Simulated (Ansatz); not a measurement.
The starting structures come from a database of crystals and need not be the phases stable at ambient conditions.

By LDA and PBEsol, the system below comes out a metal.

Data:

```
CELL_PARAMETERS angstrom
      3.45308     0.00000     0.00000
      0.00000     4.67668     0.00000
      1.72654    -2.33834     1.77554
ATOMIC_POSITIONS crystal
  Sn 0.00000 0.00000 0.00000
```

Space group of this cell: Immm. The cell is taken as given; by PBEsol its mean pressure is -3.6 GPa.

The current runs along the normal of the first two printed vectors. All runs by Ansatz (a first-principles code), plane waves and PAW, without spin-orbit coupling; the base is PBEsol.

```
run                                                      mean pressure (GPa)  G/A, both spins (10¹⁵ S/m²)
-------------------------------------------------------  -------------------  ---------------------------
base                                                                    -3.6                         1.09
all lengths scaled by 0.98                                              -1.0                         1.17
all lengths scaled by 1.02                                              -5.5                         1.02
lda in place of pbesol                                                  -4.8                         1.07
lengths across the current scaled by 0.98, ions clamped                 -1.9                          [?]
lengths across the current scaled by 1.02, ions clamped                 -4.9                          [?]
lengths along the current scaled by 0.97, ions clamped                  -2.4                          [?]
lengths along the current scaled by 1.03, ions clamped                  -4.6                         1.06
```

Problem. Some entries are withheld; supply them.

Solution. 
- lengths across the current scaled by 0.98, ions clamped, G/A, both spins (10¹⁵ S/m²): 1.15
- lengths across the current scaled by 1.02, ions clamped, G/A, both spins (10¹⁵ S/m²): 1.03
- lengths along the current scaled by 0.97, ions clamped, G/A, both spins (10¹⁵ S/m²): 1.11
